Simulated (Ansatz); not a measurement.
Output of an Ansatz run (abridged):

```
WARN basis.ecutwfc = 420 eV, the default
WARN ansatz: RAYON_NUM_THREADS=1 ignored (pool sized by the plan → 1); use --threads N
Pseudopotentials: kind: paw
Pseudopotential: Li, paw, valence charge 3
Pseudopotential: Ca, paw, valence charge 10
Crystal: 6 atoms, lattice volume = 163.480 Å³
Basis set: ecut = 420 eV, 3143 PW (Γ)
Bands: 22, of which v1, the nominal top of the filled ones, is band 16 counted from 1 (15 counted from 0)
Symmetry: 48 space group operations
Space group: Fd-3m (ITA 227), of the structure as read, at distance tolerance 5.5e-5 Å
k-points: 35 of 729
PAW frozen core: Ca, regenerated for the run's functional, and the local potential with it
Initial density: superposition of atomic densities (neutral atoms: chi_scale 0, normalization atom), corrected by the library's trained network
Initial wavefunctions: pseudopotential atomic-orbital guess
Eigensolver: davidson
Functional: x = slater, c = lda
SCF iter   1: F=—  HF=-4351.873911 eV  |F-HF|=—  |Δ(HF+E_count)|=         —  Δρ=3.99e-3  dr2=1.31e-2  ethr=1.77e-3  ⟨swp⟩=7.9  Hψ=4111  notcnv=0
all-band conjugate gradients solve this SCF's bands
preconditioner: auto → Kerker (q_TF=auto, 2.079 Å⁻¹)
SCF iter   2: F=—  HF=-4351.858776 eV  |F-HF|=—  |Δ(HF+E_count)|=   1.51e-2  Δρ=2.02e-3  dr2=5.60e-3  ethr=4.09e-5  ⟨swp⟩=2.1  Hψ=1501  notcnv=0
SCF iter   3: F=—  HF=-4351.855320 eV  |F-HF|=—  |Δ(HF+E_count)|=   3.46e-3  Δρ=3.82e-4  dr2=4.68e-4  ethr=1.75e-5  ⟨swp⟩=2.0  Hψ=1327  notcnv=0
SCF iter   4: F=—  HF=-4351.855273 eV  |F-HF|=—  |Δ(HF+E_count)|=   4.63e-5  Δρ=9.56e-5  dr2=5.44e-5  ethr=1.46e-6  ⟨swp⟩=2.0  Hψ=913  notcnv=0
SCF iter   5: F=—  HF=-4351.855311 eV  |F-HF|=—  |Δ(HF+E_count)|=   3.72e-5  Δρ=3.58e-5  dr2=5.59e-6  ethr=1.70e-7  ⟨swp⟩=2.0  Hψ=940  notcnv=0
SCF iter   6: F=—  HF=-4351.855309 eV  |F-HF|=—  |Δ(HF+E_count)|=   1.27e-6  Δρ=9.84e-6  dr2=5.76e-7  ethr=1.75e-8  ⟨swp⟩=2.2  Hψ=1023  notcnv=0
SCF iter   7: F=-4351.855309 eV  HF=-4351.855309 eV  |F-HF|=6.57e-8  |Δ(HF+E_count)|=   8.70e-8  Δρ=3.62e-6  dr2=8.54e-8  ethr=3.13e-10  ⟨swp⟩=5.7  Hψ=2975  notcnv=0
SCF 1 converged in 7 iterations: F = -4351.855309 eV  dr2 = 8.54e-8
SCF converged after 7 iterations
Free energy (F): -4351.855309 eV
Harris-Foulkes:  -4351.855309 eV  (|F-HF|=6.57e-8)
Internal energy: -4351.764921 eV  (E = F + TS)
E sigma→0 (E₀):  -4351.810115 eV
Entropy (-TS):   -0.090388 eV (-15.065 meV/atom)
Fermi energy:    2.965325 eV
--- Per-component energies (eV) ---
  E_band       = -722.134895
  E_kinetic    = 634.690091
  E_local      = -2328.098626  (includes V_loc(G=0)·N_el)
  E_nonlocal   = 1.814866
  E_hartree    = 766.745609
  E_xc         = -306.550579
  E_vxc        = -387.039706  (∫ρ·V_xc dr)
  E_paw        = -1706.157373  (= ΣΔE_a)
  E_vpaw       = -177.002114  (= ΣTr[D̂ρ^β])
  E_aug_tail   = 0.000010  (compensation charges beyond the density's cutoff)
  E_ewald      = -1414.775251
  E_core_change = 0.566332  (= ΣΔE_core)
  E_smearing   = -0.090388  (= −TS)
  E_closure    = -0.000000  (closes the sum)
  Σ components = -4351.855309   (vs F -4351.855309, Δ=0.00e0)
--- Forces (eV/Å), atoms counted from 1 ---
  atom   1  Li     0.00000000    -0.00000000    -0.00000000
   [... zero for the other atoms too ...]
  max |Σ_I F_I| component: 2.31e-18 eV/Å
--- Stress (GPa, compression-positive) ---
       -0.995391       0.000000       0.000000
       -0.000000      -0.995391      -0.000000
       -0.000000       0.000000      -0.995391
  P = ⅓ Tr σ = -0.9954 GPa (-9.954 kbar)
  The stress holds the Pulay correction. Without it, at fixed plane waves, as pw.x and ABINIT print it: P = -0.9983 GPa
--- Band table (eV; the first three rows and the last of 35) ---
  k-point 0: bands = ["-42.5851", "-42.5722", "-42.5722", "-42.5722", "-38.7214", "-38.7053", "-19.9738", "-19.9738", "-19.9738", "-19.9152", "-19.9152", "-19.9152", "-0.8800", "3.1336", "3.1336", "3.1336", "3.4097", "3.4097", "3.4222", "3.8113", [...]
  k-point 1: bands = ["-42.5848", "-42.5725", "-42.5722", "-42.5722", "-38.7210", "-38.7057", "-19.9746", "-19.9746", "-19.9735", "-19.9156", "-19.9145", "-19.9145", "-0.8109", "2.8086", "3.1325", "3.1325", "3.2661", "3.4001", "3.4001", "3.8572", [...]
  k-point 2: bands = ["-42.5840", "-42.5733", "-42.5722", "-42.5722", "-38.7200", "-38.7067", "-19.9764", "-19.9764", "-19.9728", "-19.9166", "-19.9127", "-19.9127", "-0.6063", "2.1494", "3.1188", "3.1188", "3.1919", "3.4032", "3.4032", "3.9625", [...]
  k-point 34: bands = ["-42.5795", "-42.5778", "-42.5722", "-42.5722", "-38.7144", "-38.7123", "-19.9860", "-19.9847", "-19.9501", "-19.9397", "-19.9046", "-19.9034", "0.8529", "1.4102", "1.4478", "1.6055", "3.6924", "3.7114", "3.8085", "4.1211", [...]
```

The structure:

```
CELL_PARAMETERS angstrom
      0.00000     4.33988     4.33988
      4.33988     0.00000     4.33988
      4.33988     4.33988     0.00000
ATOMIC_POSITIONS crystal
  Li 0.62500 0.62500 0.62500
  Li 0.12500 0.62500 0.62500
  Li 0.62500 0.62500 0.12500
  Li 0.62500 0.12500 0.62500
  Ca 0.00000 0.00000 0.00000
  Ca 0.25000 0.25000 0.25000
```

Q: Reconstruct the input of this run.

A: Other spellings and defaults could give the same log, and not every line can be read from it. The input that was run (DFT, LDA (PW92), plane waves, default PAW files made with PBE):

Ansatz 0.2 input:
```yaml
crystal:
  lattice:
    - [0.00000000, 4.33988300, 4.33988300]
    - [4.33988300, 0.00000000, 4.33988300]
    - [4.33988300, 4.33988300, 0.00000000]
  atoms:
    - { symbol: Li, position_ang: [5.42485375, 5.42485375, 5.42485375] }
    - { symbol: Li, position_ang: [5.42485375, 3.25491225, 3.25491225] }
    - { symbol: Li, position_ang: [3.25491225, 3.25491225, 5.42485375] }
    - { symbol: Li, position_ang: [3.25491225, 5.42485375, 3.25491225] }
    - { symbol: Ca, position_ang: [0.00000000, 0.00000000, 0.00000000] }
    - { symbol: Ca, position_ang: [2.16994150, 2.16994150, 2.16994150] }
kpoints:
  mp_grid: { grid: [9, 9, 9] }
hamiltonian:
  xc: lda
  pseudopotentials: { kind: paw }
scf:
  occupations: { method: gaussian, width: 0.2 }
output:
  forces: true
  eigenvalues: true
  stress: true
```

The starting cell comes from a database of published, mostly measured structures (it also holds non-ambient and calculated ones), without a prior relaxation at this level. Its lattice was rescaled by a random factor within 2.5 % of one. Ansatz's pressure includes its estimate of the finite-basis (Pulay) stress.

Ansatz is an electronic-structure program.
